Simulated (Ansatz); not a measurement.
## Fluorite PtAl₂

Level of theory: LDA (Ansatz, an electronic-structure program, PAW).

Settings: plane-wave cutoff 520 eV, 16×16×16 k mesh, Fermi–Dirac smearing 0.05 eV, scalar-relativistic PAW data made under PBE.

Cell (relaxed at this level):

```
Al2Pt
1.0
    0.00000     2.92663     2.92663
    2.92663     0.00000     2.92663
    2.92663     2.92663     0.00000
Al Pt
2 1
Cartesian
  1.46332   1.46332   1.46332
  4.38995   4.38995   4.38995
  0.00000   0.00000   0.00000
```

```yaml
bulk modulus B0: 145 GPa
band_gap: zero (no gap)
pressure derivative B′ of the bulk modulus: 4.4
```

Spin–orbit coupling is not included.

Computed values are for the static lattice.

Cost on a shared machine: about 60 core-seconds (a rough figure).
